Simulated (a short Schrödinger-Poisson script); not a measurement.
# MOS inversion layer, SiO2 on p-type Si(100)

System: MOS inversion layer, SiO2 on p-type Si(100), at 400 K.

| layer | material | thickness (nm) | Na (cm⁻³) |
|---|---|---|---|
| 1 | SiO2 | 1.9 | - |
| 2 | Si | 320 | 1.8e18 |

Constants are typed, rounded textbook-type inputs, not results; the design itself was drawn at random and stands for no fabricated device. SiO2: permittivity 3.9, conduction-band edge (eV) 3.15, gap (eV) 9, electron mass (mₑ) 0.5. Si: permittivity 11.7, conduction-band edge (eV) 0, gap (eV) 1.124, Nv at 300 K (cm⁻³) 3.1e19.

Channel valleys (confinement mass, in-plane density-of-states mass, number): Δ2 0.916, 0.19, 2; Δ4 0.19, 0.417, 4. At the gate the conduction-band edge of layer 1 lies 3.76 eV − eVg above the Fermi level of the channel; the field vanishes at the back. Gaps are held at their typed values at every temperature. Mesh 0.03 nm at interfaces.

From a short Schrödinger-Poisson script (our own, NumPy): 1D Poisson equation in equilibrium, electrons quantum, Hartree (BenDaniel-Duke, 12 states a valley, the channel's in-plane mass for all, wave functions free to enter the dielectric), parabolic valleys, classical holes, full ionisation, no traps, pinning or gate leakage.

```tsv
Vg (V)	electrons (cm⁻²)	C (μF/cm²)	Δ2 E0 (meV)	Δ2 E1 (meV)	Δ4 E0 (meV)	Δ4 E1 (meV)
0.5	1.88e6	0.405	535.5	616.5	594.9	724.1
0.6	1.50e7	0.384	462.4	547.7	524.5	661.6
0.7	1.26e8	0.367	387.8	477.1	452.4	596.8
0.8	1.10e9	0.354	312.1	405.2	379.0	530.1
0.9	9.71e9	0.364	235.9	332.5	305.0	462.3
1	7.73e10	0.510	163.4	263.3	234.6	397.6
1.1	3.71e11	0.883	108.1	211.3	181.4	349.0
1.2	9.43e11	1.16	74.3	180.9	149.8	320.9
1.3	1.67e12	1.29	52.7	162.7	130.4	304.3
1.4	2.48e12	1.37	37.1	150.4	116.9	293.4
1.5	3.34e12	1.42	24.8	141.4	106.8	285.6
1.6	4.22e12	1.45	14.6	134.4	98.6	279.7
1.7	5.12e12	1.47	5.8	128.7	91.8	274.9
1.8	6.04e12	1.49	-2.1	124.0	85.9	271.1
1.9	6.97e12	1.51	-9.2	119.9	80.7	267.8
2	7.91e12	1.52	-15.8	116.4	75.9	265.0
2.1	8.86e12	1.53	-21.9	113.3	71.6	262.6
2.2	9.82e12	1.54	-27.7	110.5	67.7	260.5
2.3	1.08e13	1.55	-33.1	108.0	64.0	258.7
2.4	1.17e13	1.55	-38.3	105.7	60.5	257.0
2.5	1.27e13	1.56	-43.3	103.7	57.2	255.5
```

Subbands count from the Fermi level.
